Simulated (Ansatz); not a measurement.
Start from TiO$_{2}$ in the rutile structure (space group P4_2/mnm, No. 136).

```
TiO2
1.0
    4.64344     0.00000     0.00000
    0.00000     4.64344     0.00000
    0.00000     0.00000     2.96380
Ti O
2 4
Direct
  0.00000   0.00000   0.00000
  0.50000   0.50000   0.50000
  0.30513   0.30513   0.00000
  0.80513   0.19487   0.50000
  0.19487   0.80513   0.50000
  0.69487   0.69487   0.00000
```

Cartesian axes are those of the cell as printed.

All numbers come from PBE (Ansatz, an electronic-structure program, PAW, no spin-orbit coupling).

Perturbation: an isotropic linear strain of −2.40 %; the atoms relax in the strained cell.

Predict the stress tensor and what it implies for the stiffness.

Stress of the strained cell less that of the base (GPa, compression positive):
```
  16.89    0.00    0.00
   0.00   16.89    0.00
   0.00    0.00   21.46
```

Then B = −ΔP/(ΔV/V₀) with ΔV/V₀ = -0.0703 gives secant stiffness values (nonlinear terms included at this strain): B (at held cell shape, above the free-shape value) ≈ 262 GPa.

As a check, the harmonic strain energy −½ V₀ Δσ:ε is 44 meV/atom; the computed energy rise is 40 meV/atom.

Stability against distortions was not tested. The final runs are not spin-polarised.
